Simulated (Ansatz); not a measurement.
Ansatz (an electronic-structure program) run on TiGe2 (Fm-3m, 3 atoms in the cell): zone-centre phonon calculation.

Level of theory: PBE (plane waves, PAW; Ansatz).

```xyz
3
Lattice="0.0000 3.1531 3.1531 3.1531 0.0000 3.1531 3.1531 3.1531 0.0000" Properties=species:S:1:pos:R:3 pbc="T T T"
Ti     0.0000     0.0000     0.0000
Ge     1.5766     1.5766     1.5766
Ge     4.7297     4.7297     4.7297
```

Reference input (self-consistent single point, DFT, PBE, plane waves, default PAW files): basis.ecutwfc = 420 eV; kpoints.mp_grid.grid = 9 9 9; hamiltonian.xc = pbe; hamiltonian.pseudopotentials = {kind: paw} (the program's default PAW files); scf.occupations.method = methfessel_paxton; scf.occupations.width = 0.1 eV. This run's input differs from it in these lines:

```diff
@@ -19,6 +19,5 @@
   occupations: { method: methfessel_paxton, width: 0.1 }
-output:
-  forces: true
-  eigenvalues: true
-  stress: true
+  convergence: { dr2_threshold: 1.0e-04 eV }
+phonons:
+  method: dfpt
```

Output, abridged:

```
SCF iter   1: F=—  HF=-11089.372332 eV  |F-HF|=—  |Δ(HF+E_count)|=         —  Δρ=3.56e-3  dr2=1.54e-2  ethr=1.77e-3  ⟨swp⟩=4.8  Hψ=6747  notcnv=0
all-band conjugate gradients solve this SCF's bands
preconditioner: auto → LDOS
SCF iter   2: F=—  HF=-11089.370832 eV  |F-HF|=—  |Δ(HF+E_count)|=   1.50e-3  S|Δr|=    0.00e0  Δρ=7.87e-4  dr2=2.67e-4  ethr=3.86e-5  ⟨swp⟩=1.8  Hψ=2534  notcnv=0
SCF iter   3: F=—  HF=-11089.371023 eV  |F-HF|=—  |Δ(HF+E_count)|=   1.91e-4  S|Δr|=    0.00e0  Δρ=2.85e-4  dr2=8.69e-5  ethr=6.67e-7  ⟨swp⟩=2.0  Hψ=2258  notcnv=0
SCF iter   4: F=-11089.371015 eV  HF=-11089.371016 eV  |F-HF|=1.04e-6  |Δ(HF+E_count)|=   7.00e-6  S|Δr|=    0.00e0  Δρ=4.22e-5  dr2=1.05e-6  ethr=2.17e-7  ⟨swp⟩=11.0  Hψ=15305  notcnv=0
SCF 1 converged in 4 iterations: F = -11089.371015 eV  dr2 = 1.05e-6
DFPT response loops at Γ: preconditioner auto → Kerker (q_TF=auto, 2.531 Å⁻¹) (partly filled bands, converged f_vac=0.032) …
Stability not checked (fill_not_monotonic)
Free energy (F): -11089.371015 eV
Internal energy: -11089.369555 eV  (E = F + TS)
E sigma→0 (E₀):  -11089.370650 eV
Entropy (-TS):   -0.001461 eV (-0.487 meV/atom)
Fermi energy:    9.895711 eV
   [... lines left out ...]
  ASR residual: 1.033e-2 → 0.000e0 eV/Å²; symmetrization residual: 5.262e-8 eV/Å²
  ASR residual per site (eV/Å²): 1.03e-2 9.64e-3 9.64e-3
  Γ frequencies (cm⁻¹): 0.00 0.00 0.00 98.33 98.33 98.33 160.27 160.27 160.27
  non-analytic LO–TO correction: not included (Born effective charges unavailable; polar crystals: no LO–TO splitting at Γ)
```

The run converged in 4 iterations. 

Summary of the result:
| Item | Value |
|---|---|
| Free energy E − TS (on the zero of these files) | -11089.3710 eV |
| Fermi level (on the code's own zero) | 9.90 eV |
| Zone-centre frequencies (cm⁻¹; negative means imaginary) | 0, 0, 0, 98, 98, 98, 160, 160, 160 |

The starting cell was generated: these elements placed on a structure prototype, without a prior relaxation; it need not be a known phase or ordering of this composition. Spin polarisation is off.

Keys are those of Ansatz 0.2.
